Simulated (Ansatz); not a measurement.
```yaml
crystal:
  lattice:
    - [0.00000, 2.26010, 2.26010]
    - [2.26010, 0.00000, 2.26010]
    - [2.26010, 2.26010, 0.00000]
  atoms:
    - { symbol: B, position: [0.00000, 0.00000, 0.00000] }
    - { symbol: P, position: [0.25000, 0.25000, 0.25000] }
```

Method: PBEsol, rigid bands (plane waves, PAW, scalar-relativistic; Ansatz, a quantum-chemistry and plane-wave program). Geometry: cell and atoms relaxed with PBEsol.

**Question.** What conductivity effective mass do dilute holes have at 300 K?

**Answer.** 0.39 mₑ.

**Question.** Predict the electron conductivity mass (n e² τ/σ) at 300 K, by direction if it differs.

**Answer.** 0.33 mₑ.

**Question.** And the band gap?

**Answer.** 1.11 eV at this level; semilocal functionals usually fall short of the measured gap.

Rigid bands, one relaxation time for all states, no polarons. Spin-orbit coupling is left out; where it splits the top of the valence band it changes the hole mass and lowers the gap by about a third of the splitting.
